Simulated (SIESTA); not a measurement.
Worked example: relaxation of cell and atoms of Pb (Fm-3m, 1 atom in the cell) in SIESTA.

Method of the run: GGA PBE, numerical atomic orbitals TZP, PseudoDojo PBE standard norm-conserving potentials (rewritten from UPF to PSML) (SIESTA).

```xyz
1
Lattice="0.0000 2.5197 2.5197 2.5197 0.0000 2.5197 2.5197 2.5197 0.0000" Properties=species:S:1:pos:R:3 pbc="T T T"
Pb     0.0000     0.0000     0.0000
```

Reference input (self-consistent single point, DFT, GGA PBE, numerical atomic orbitals TZP, PseudoDojo PBE standard norm-conserving potentials (rewritten from UPF to PSML)): XC.functional = GGA; XC.authors = PBE; potentials = PseudoDojo PBE standard; PAO.BasisSize = TZP; PAO.EnergyShift = 0.01 Ry; MeshCutoff = 300 Ry; kgrid.MonkhorstPack = 8 8 8; OccupationFunction = FD; ElectronicTemperature = 0.1 eV; MaxSCFIterations = 150; SCF.Mixer.Method = Pulay; SCF.Mixer.Weight = 0.1. This run's input differs from it in these lines:

```diff
@@ -39,2 +39,7 @@
 Diag.ParallelOverK           true
+MD.TypeOfRun                 CG
+MD.Steps                     40
+MD.MaxForceTol               0.02 eV/Ang
+MD.VariableCell              true
+MD.MaxStressTol              0.05 GPa
 WriteForces                  true
```

Log, with long lists cut:

```
        iscf     Eharris(eV)        E_KS(eV)     FreeEng(eV)     dDmax    Ef(eV) dHmax(eV)
   scf:    1    -1901.795902    -1900.735914    -1900.749918  1.000815 -3.024262  2.789397
   scf:    2    -1900.824000    -1900.780482    -1900.794285  0.024757 -3.061155  2.389445
   scf:    3    -1900.984543    -1900.898796    -1900.911618  0.118910 -3.276930  0.044976
   scf:    4    -1900.898034    -1900.898498    -1900.911265  0.006724 -3.295791  0.134473
   scf:    5    -1900.899044    -1900.898825    -1900.911646  0.006100 -3.287798  0.001453
   scf:    6    -1900.898829    -1900.898827    -1900.911646  0.000235 -3.288094  0.003359
mix: Pulay -- inversion failed, > SVD [rank/size] 2 / 5
   scf:    7    -1900.898824    -1900.898826    -1900.911646  0.000151 -3.287899  0.000057
   scf:    8    -1900.898825    -1900.898826    -1900.911646  0.000007 -3.287893  0.000001
SCF Convergence by DM+H criterion
max |DM_out - DM_in|         :     0.0000066584
max |H_out - H_in|      (eV) :     0.0000007761
SCF cycle converged after 8 iterations

Using DM_out to compute the final energy and forces

siesta: E_KS(eV) =            -1900.8988

siesta: E_KS - E_eggbox =     -1900.8988

siesta: Atomic forces (eV/Ang):
     1    0.000000   -0.000000    0.000000
   Tot    0.000000   -0.000000    0.000000
   Max    0.000000
   Res    0.000000    sqrt( Sum f_i^2 / 3N )
   Max    0.000000    constrained

Stress tensor Voigt[x,y,z,yz,xz,xy] (kbar):        2.84        2.84        2.84       -0.13       -0.13       -0.13
(Free)E + p*V (eV/cell)    -1900.9684
Target enthalpy (eV/cell)    -1900.9116

siesta: Stress tensor (static) (eV/Ang**3):
         0.001774   -0.000084   -0.000084
   [... lines left out ...]
siesta: Pressure (static):         -2.84284499  kBar
siesta: Pressure (total):         -2.84284499  kBar
No target stress found, assuming hydrostatic MD.TargetPressure.
Target stress (kBar)
outcell: Cell volume (Ang**3)        :     30.8372
        iscf     Eharris(eV)        E_KS(eV)     FreeEng(eV)     dDmax    Ef(eV) dHmax(eV)
siesta: Pressure (static):         16.89650364  kBar
siesta: Pressure (total):         16.89650364  kBar
outcell: Cell volume (Ang**3)        :     31.8207
        iscf     Eharris(eV)        E_KS(eV)     FreeEng(eV)     dDmax    Ef(eV) dHmax(eV)
   [... lines left out ...]
               5dx2-y2 6dxy    6dyz    6dz2    6dxz    6dx2-y2
   1 14.000   1.332  -0.134   0.495   0.360   0.360   0.360  -0.229  -0.229
             -0.229   0.536   0.536   0.536   1.982   1.982   1.992   1.982

              1.992   0.081   0.081   0.067   0.081   0.067

mulliken: Qtot =       14.000

Mulliken Atomic Populations:
Atom #   charge [q] valence [e]  Species
     1    -0.000000   14.000000  Pb
 Total    -0.000000
```

The run converged. 

Summary of the result:
* **Free energy E − TS**: -1900.9118 eV
* **Fermi level (on the code's own zero)**: -3.28 eV
* **Pressure**: 0.03 GPa
* **Final cell**: a = 3.5572 Å, b = 3.5572 Å, c = 3.5572 Å, α = 59.99°, β = 59.99°, γ = 59.99°
* **Final volume per atom**: 31.82 Å³
* **Relaxation steps**: 3

The starting cell comes from a database of computed structures (which also holds hypothetical and non-ambient phases and stackings), without a prior relaxation at this level. Its lattice was rescaled by a random factor within 2.5 % of one. Values carry the incompleteness of an atom-centred basis.
